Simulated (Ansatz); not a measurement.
CdSe (model structure, started from the BN type, Pm-3n, No. 223, 12 atoms in the cell)

The numbers are results of PBEsol (Ansatz, a program for electronic structure, PAW), not measurements.

Run with plane-wave cutoff 520 eV, 6×6×6 k mesh, Fermi–Dirac smearing 0.01 eV, scalar-relativistic PAW data made under PBE.

Cell (relaxed at this level):

```xyz
12
Lattice="7.4849 0.0000 0.0000 0.0000 7.4849 0.0000 0.0000 0.0000 7.4849" Properties=species:S:1:pos:R:3 pbc="T T T"
Cd     1.8712     0.0000     3.7425
Cd     3.7425     1.8712     0.0000
Cd     3.7425     5.6137     0.0000
Cd     5.6137     0.0000     3.7425
Cd     0.0000     3.7425     5.6137
Cd     0.0000     3.7425     1.8712
Se     1.8712     3.7425     0.0000
Se     0.0000     1.8712     3.7425
Se     0.0000     5.6137     3.7425
Se     5.6137     3.7425     0.0000
Se     3.7425     0.0000     5.6137
Se     3.7425     0.0000     1.8712
```

```
Property                       Result
--------  ---------------------------
band gap  0.69 eV (on the SCF k mesh)
```

Note: the relaxation could raise the start's symmetry but not lower it, so the cell can be a saddle point.

Spin–orbit coupling is not included.

Computed values are for the static lattice.

A model structure was made by putting elements into a prototype or built by hand; it is no filed structure, need not be a known phase, and can be a saddle point held by its symmetry.
